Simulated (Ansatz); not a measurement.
Take Tl in the hcp (Mg type) structure (space group P6_3/mmc, No. 194; a = 3.5551 Å, c = 5.5165 Å; relaxed with 0.1 eV smearing) as the base.

Calculations: Kohn–Sham DFT with the r2SCAN functional, run in Ansatz (an electronic-structure program) with PAW and 500 eV plane waves, no SOC, earlier PAW set.

Before the change:

```
Quantity    Value
--------  -------
Pressure  0.0 GPa
```

Now apply this change: an isotropic linear strain of +3.89 %; the atoms relax in the strained cell.

Question: Estimate the effect on the energy relative to the base and pressure.

Answer: The energy grows by 35 meV/atom; the pressure (mean of the normal stresses, compression positive) goes from zero to -2.7 GPa.

Whether these cells are dynamically stable was not tested.
